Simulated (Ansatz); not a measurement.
The parent structure is BN in the zinc blende structure (space group F-43m, No. 216; a = 3.6097 Å).

Levels (all Ansatz, a quantum-chemistry and plane-wave program, PAW): r2SCAN (500 eV, scalar-relativistic without spin-orbit coupling); HSE06 (420 eV, no spin-orbit coupling).

Levels that relaxed their own cell: r2SCAN.

| level | band gap | lattice parameter a |
|---|---|---|
| r2SCAN | 5.00 eV | 3.610 Å |
| HSE06 | 5.79 eV | – |

Measured: band gap 6.2 eV (room temperature; as listed in arXiv:1206.3780); lattice parameter a 3.593 Å (static lattice; corrected from measurement; as listed in Tamar Goldzak et al., The Journal of Chemical Physics (2022)).

Computed minus measured — band gap: r2SCAN -1.20 eV, HSE06 -0.41 eV (closest: HSE06); lattice parameter a: r2SCAN +0.5 %. Measured values not marked as corrected hold thermal and zero-point effects that the static-lattice runs lack. A measured gap can be an optical one, lowered by exciton binding.

Single points use the geometry relaxed with r2SCAN. HSE06 was sampled on its mesh, a few special points and the semilocal edge points, so its gap is an upper bound. No phonon test of stability was made.
